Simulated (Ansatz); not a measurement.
We consider Nb₂B₂Si (model structure, started from the Fe2AlB2 type, Cmmm, No. 65, 5 atoms in the cell), described by LDA (PAW; Ansatz, a first-principles code).

Input:

Ansatz 0.2 input:
```yaml
crystal:
  lattice:
    - [1.5701022477, -5.4927272012, 0.0]
    - [1.5701022477, 5.4927272012, 0.0]
    - [0.0, 0.0, 3.3234035149]
  atoms:
    - { symbol: Si, position: [0.0, 0.0, 0.0] }
    - { symbol: Nb, position: [0.3657147223, 0.6342852777, 0.5] }
    - { symbol: Nb, position: [0.6342852777, 0.3657147223, 0.5] }
    - { symbol: B, position: [0.2096361365, 0.7903638635, 0.0] }
    - { symbol: B, position: [0.7903638635, 0.2096361365, 0.0] }
basis:
  ecutwfc: 520
  ecutrho_ratio: 4
  xc_grid: 2
kpoints:
  mp_grid: { grid: [18, 18, 18] }
hamiltonian:
  xc: lda
  dispersion: none
  pseudopotentials: { kind: paw }
scf:
  occupations: { method: fermi_dirac, width: 0.05 }
output:
  forces: true
  stress: true
  eigenvalues: true
relax:
  f_tol: 0.004
  escape_saddle: false
  max_steps: 80
  cell: { stress_tol: 0.02, fix: [volume] }
```

From the output:

```
Relaxation: its limit of steps is 80 (relax.max_steps)
Crystal: 5 atoms, lattice volume = 57.323 Å³
Basis set: ecut = 520 eV, 1569 PW (Γ), exchange–correlation on 90×90×50 points (8 copies of the dense FFT grid, shifted against one another)
Bands: 23, of which v1, the nominal top of the filled ones, is band 18 counted from 1 (17 counted from 0)
Symmetry: 8 space group operations
Space group: Cmmm (ITA 65), of the structure as read, at distance tolerance 3.9e-5 Å
k-points: 910 of 5832
Functional: x = slater, c = lda
SCF iter   1: F=—  HF=-9796.162100 eV  |F-HF|=—  |Δ(HF+E_count)|=         —  Δρ=8.40e-3  dr2=3.82e-2
SCF iter   2: F=—  HF=-9796.155037 eV  |F-HF|=—  |Δ(HF+E_count)|=   7.06e-3  Δρ=4.45e-3  dr2=9.46e-3
  ...
SCF 1 converged in 6 iterations: F = -9796.152740 eV  dr2 = 4.02e-9
Crystal: 5 atoms, lattice volume = 57.323 Å³
Initial density: handed on by an earlier stage of this run
SCF 2 converged in 6 iterations: F = -9796.153236 eV  dr2 = 1.10e-10
Crystal: 5 atoms, lattice volume = 57.323 Å³
SCF 3 converged in 6 iterations: F = -9796.153743 eV  dr2 = 8.50e-11
Crystal: 5 atoms, lattice volume = 57.323 Å³
SCF 4 converged in 6 iterations: F = -9796.153916 eV  dr2 = 8.56e-12
Crystal: 5 atoms, lattice volume = 57.323 Å³
SCF 5 converged in 6 iterations: F = -9796.153987 eV  dr2 = 8.28e-12
Crystal: 5 atoms, lattice volume = 57.323 Å³
SCF 6 converged in 6 iterations: F = -9796.153989 eV  dr2 = 1.05e-13
Crystal: 5 atoms, lattice volume = 57.323 Å³
SCF iter   6: F=-9796.153989 eV  HF=-9796.153989 eV  |F-HF|=1.82e-12  |Δ(HF+E_count)|=    0.00e0  Δρ=2.18e-9  dr2=8.93e-16
SCF iter   7: F=-9796.153989 eV  HF=-9796.153989 eV  |F-HF|=1.82e-12  |Δ(HF+E_count)|=  1.82e-12  Δρ=9.39e-10  dr2=1.73e-16
SCF 7 converged in 7 iterations: F = -9796.153989 eV  dr2 = 1.73e-16
SCF converged after 7 iterations
Free energy (F): -9796.153989 eV
Internal energy: -9796.130093 eV  (E = F + TS)
E sigma→0 (E₀):  -9796.142041 eV
Fermi energy:    16.951853 eV
--- Forces (eV/Å), atoms counted from 1 ---
  atom   1  Si    -0.00000000     0.00000000     0.00000000
  atom   2  Nb    -0.00000000     0.00011442     0.00000000
  atom   3  Nb     0.00000000    -0.00011442     0.00000000
  atom   4  B     -0.00000000    -0.00002435     0.00000000
  atom   5  B     -0.00000000     0.00002435     0.00000000
--- Stress (GPa, compression-positive) ---
       -4.378612       0.000000       0.000000
        0.000000      -4.381311       0.000000
        0.000000       0.000000      -4.383815
  P = ⅓ Tr σ = -4.3812 GPa (-43.812 kbar)
```

The cell is one volume of an energy–volume scan, off the minimum.

The PAW data were made under PBE.

Note: the run has no spin polarisation, so it can have missed a magnetic state. Note: the relaxation could raise the start's symmetry but not lower it, so the cell can be a saddle point.

A model structure was made by putting elements into a prototype or built by hand; it is no filed structure, need not be a known phase, and can be a saddle point held by its symmetry.
